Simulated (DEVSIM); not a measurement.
Schottky contact on n-type Si

System: Schottky contact on n-type Si, at 300 K.

```tsv
layer (left to right)	material	thickness (μm)	Nd (cm⁻³)	τn (s)	τp (s)
1	Si	0.630	2.6e15	3.6e-6	3.6e-6
2	Si	11.0	2.4e18	3.6e-6	3.6e-6
```

Left contact: Schottky, work function 4.89 eV, emission velocity 6.9e6 cm/s. Right contact: ohmic. Voltage is applied to the left contact. Recombination: SRH at mid-gap, radiative, Auger. Mobility is constant in doping.

This is a model device: material constants are rounded textbook-type values typed into the input, and sizes, dopings and lifetimes were drawn at random. Values at 300 K.

| parameter | Si |
|---|---|
| gap (eV) | 1.124 |
| affinity (eV) | 4.05 |
| permittivity | 11.7 |
| Nc (cm⁻³) | 2.86e19 |
| Nv (cm⁻³) | 3.1e19 |
| μn (cm²/Vs) | 1417 |
| μp (cm²/Vs) | 470 |
| B (cm³/s) | 4.7e-15 |
| Cn (cm⁶/s) | 2.8e-31 |
| Cp (cm⁶/s) | 9.9e-32 |

Simulated with DEVSIM: 1D drift-diffusion, Boltzmann statistics, complete ionisation; no tunnelling, impact ionisation, image-force lowering or self-heating. Metal contacts follow the ideal Schottky-Mott rule: no Fermi-level pinning, no interface dipoles.

```yaml
potential_step_across_the_device_at_zero_bias: 0.776 V
Dark forward voltage at 1 A/cm²: 0.403 V
Dark forward voltage at 100 A/cm²: 0.538 V
```

Dark forward current:

```csv
V (V),J (A/cm²)
0.05,1.2e-6
0.10,9.2e-6
0.15,6.4e-5
0.20,0.00043
0.25,0.0030
0.30,0.020
0.35,0.13
0.40,0.88
0.45,5.6
0.50,32
0.55,140
0.60,420
0.65,960
0.70,2000
```

Small-signal capacitance in reverse bias (quasi-static):

```
V (V)  C (nF/cm²)
-----  ----------
-0.4         18.2
-1           17.1
-2           16.7
-3           16.6
-4           16.5
-6           16.4
-8           16.4
-10          16.3
-13          16.3
```
